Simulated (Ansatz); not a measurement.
The parent structure is GaCuSe2 in the chalcopyrite structure (space group I-42d, No. 122).

```yaml
crystal:
  lattice:
    - [-2.83594, 2.83594, 5.63126]
    - [2.83594, -2.83594, 5.63126]
    - [2.83594, 2.83594, -5.63126]
  atoms:
    - { symbol: Cu, position: [0.75000, 0.25000, 0.50000] }
    - { symbol: Cu, position: [0.00000, 0.00000, 0.00000] }
    - { symbol: Ga, position: [0.25000, 0.75000, 0.50000] }
    - { symbol: Ga, position: [0.50000, 0.50000, 0.00000] }
    - { symbol: Se, position: [0.11880, 0.12500, 0.49380] }
    - { symbol: Se, position: [0.63120, 0.62500, 0.50620] }
    - { symbol: Se, position: [0.37500, 0.88120, 0.00620] }
    - { symbol: Se, position: [0.87500, 0.36880, 0.99380] }
```

Cartesian axes are those of the cell as printed.

Computed with plane-wave PAW DFT at the PBE level (Ansatz, a quantum-chemistry and plane-wave program, 420 eV), spin-orbit coupling left out.

Before the change:

- Pressure: 0.0 GPa
- Shortest interatomic distance: 2.430 Å

The change: tensile biaxial strain of 2.75 % in the plane normal to [001], as in epitaxy on a mismatched substrate; the out-of-plane cell vector and the atoms relax.

Task: What does the calculation give for the energy relative to the base, pressure and shortest interatomic distance after the change?

Result: The energy goes up by 7.8 meV/atom; the pressure (mean of the normal stresses, compression positive) goes from zero to -1.3 GPa; the shortest interatomic distance rises by 0.026 Å, from 2.430 Å to 2.456 Å.

No phonon test of stability was made. The final runs are not spin-polarised.
